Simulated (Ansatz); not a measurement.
Worked example: relaxation of cell and atoms of TiO₂ (I4_1/amd, 6 atoms in the cell) in Ansatz (a first-principles code).

Method of the run: LDA (PW92), default PAW files made with PBE (plane waves; Ansatz).

The change in words: atoms on their sites; basis.ecutwfc: 420 eV → 505 eV; relax: default → cell and atoms. Reference geometry:
```
CELL_PARAMETERS angstrom
     -1.88304     1.88304     4.73123
      1.88304    -1.88304     4.73123
      1.88304     1.88304    -4.73123
ATOMIC_POSITIONS crystal
  Ti 0.75528 0.25528 0.50000
  Ti 0.00000 0.00000 0.00000
  O  0.54200 0.04200 0.50000
  O  0.79200 0.79200 0.00000
  O  0.20800 0.20800 0.00000
  O  0.95800 0.45800 0.50000
```

Reference input (self-consistent single point, DFT, LDA (PW92), plane waves, default PAW files made with PBE): basis.ecutwfc = 420 eV; kpoints.mp_grid.grid = 6 6 6; hamiltonian.xc = lda; hamiltonian.pseudopotentials = {kind: paw} (the program's default PAW files); scf.occupations.method = fermi_dirac; scf.occupations.width = 0.02 eV. This run's input differs from it in these lines:

Ansatz 0.2 input:
```diff
@@ -7,3 +7,3 @@
   atoms:
-    - { symbol: Ti, position: [0.755284, 0.255284, 0.500000] }
+    - { symbol: Ti, position: [0.750000, 0.250000, 0.500000] }
     - { symbol: Ti, position: [0.000000, 0.000000, 0.000000] }
@@ -14,3 +14,3 @@
 basis:
-  ecutwfc: 420.0
+  ecutwfc: 505.0
 kpoints:
@@ -22,2 +22,4 @@
   occupations: { method: fermi_dirac, width: 0.02 }
+relax:
+  cell: {}
 output:
```

Log, with long lists cut:

```
   [... SCF lines of the steps left out ...]
relax step   1: F+E_penalty+E_count = -7130.48785973 eV  Δ(F+E_penalty+E_count) = +0.000e0 eV  max|allowed force component| = 7.832e-3 eV/Å  Δτ_max = 0.0000 Å  P = -3.381 GPa  Ω = 67.105 Å³  (7 SCF iters, dr2 threshold 1.00e-7 eV, accepted)
relax step   2: F+E_penalty+E_count = -7130.49814742 eV  Δ(F+E_penalty+E_count) = -1.029e-2 eV  max|allowed force component| = 2.043e-2 eV/Å  Δτ_max = 0.0014 Å  P = -1.102 GPa  Ω = 66.409 Å³  energy of the carried Pulay correction = +1.363e-4 eV  (5 [...]
   [... lines left out ...]
relax step   5: F+E_penalty+E_count = -7130.49999155 eV  Δ(F+E_penalty+E_count) = -4.526e-5 eV  max|allowed force component| = 2.164e-3 eV/Å  Δτ_max = 0.0016 Å  P = -0.004 GPa  Ω = 66.110 Å³  energy of the carried Pulay correction = +1.913e-4 eV  (5 [...]
relax step   6: F+E_penalty+E_count = -7130.49980582 eV  Δ(F+E_penalty+E_count) = +1.857e-4 eV  max|allowed force component| = 2.162e-3 eV/Å  Δτ_max = 0.0000 Å  P = -0.008 GPa  Ω = 66.110 Å³  stress off target by 8.38e-3 GPa  SCF on the basis [...]
basis re-selected at this cell: Δ(F+E_penalty+E_count) = +1.857e-4 eV, ΔP = -0.004 GPa vs the last step
the relaxation is at rest under the 16 symmetry operations that the run kept from its start: a minimum is not shown …
Stability not checked: this state was not tested for a lower state beside it, because too few of the mixer's solves of this state at the end of the SCF gave a …
Free energy (F): -7130.499806 eV
Internal energy: -7130.499806 eV  (E = F + TS)
   [... lines left out ...]
Fermi energy:    8.395045 eV
  cell:  # Å, volume = 66.1097 Å³
   [... lines left out ...]
    - { symbol: O, position: [0.5419797231980662, 0.04197972319806616, 0.49999999999999994] }
    - { symbol: O, position: [0.7919797231980662, 0.7919797231980662, -1.5292186504440284e-34] }
    - { symbol: O, position: [0.20802027680193386, 0.20802027680193386, 2.9259996751502484e-34] }
    - { symbol: O, position: [0.9580202768019339, 0.4580202768019341, 0.5] }
```

The run converged. 

Summary of the result:
| Property | Value |
|---|---|
| Free energy E − TS (on the zero of these files) | -7130.4998 eV |
| Top of the valence band (on the code's own zero) | 7.32 eV |
| Gap on the k-point mesh | 2.13 eV |
| Pressure | -0.01 GPa |
| Largest force (vector length) | 0.002 eV/Å |
| Final cell | a = 5.4164 Å, b = 5.4164 Å, c = 5.4164 Å, α = 139.61°, β = 139.61°, γ = 58.45° |
| Final volume per atom | 11.02 Å³ |
| Relaxation steps | 6 |

The starting cell has typed, rounded lattice constants, without a prior relaxation at this level. Its lattice was rescaled by up to half a per cent. The relaxation keeps the symmetry of its start, so its end need not be a minimum. Ansatz's pressure includes its estimate of the finite-basis (Pulay) stress.
